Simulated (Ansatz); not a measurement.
Results of PBEsol+SOC (PAW; Ansatz, a program for electronic structure) for SrInHO2 (model structure, started from the SrVO2H type, P4/mmm, No. 123, 5 atoms in the cell).

Settings: plane-wave cutoff 520 eV, 8×8×10 k mesh (along the axes of the cell as run), Fermi–Dirac smearing 0.01 eV, PAW data made under PBE.

Cell (relaxed with PBEsol):

```xyz
5
Lattice="4.2464 0.0000 0.0000 0.0000 4.2464 0.0000 0.0000 0.0000 3.7176" Properties=species:S:1:pos:R:3 pbc="T T T"
Sr     2.1232     2.1232     1.8588
In     0.0000     0.0000     0.0000
O      2.1232     0.0000     0.0000
O      0.0000     2.1232     0.0000
H      0.0000     0.0000     1.8588
```

Estimate the band gap, smallest direct gap on the k points sampled and Γ–Γ gap that the calculation returns.


- band gap: 0.75 eV (indirect)
- smallest direct gap on the k points sampled: 1.70 eV
- Γ–Γ gap: 4.99 eV

Note: the relaxation could raise the start's symmetry but not lower it, so the cell can be a saddle point.

Static lattice: no zero-point or thermal effects.

Computing time: very roughly 60 core-seconds.

A model structure was made by putting elements into a prototype or built by hand; it is no filed structure, need not be a known phase, and can be a saddle point held by its symmetry.
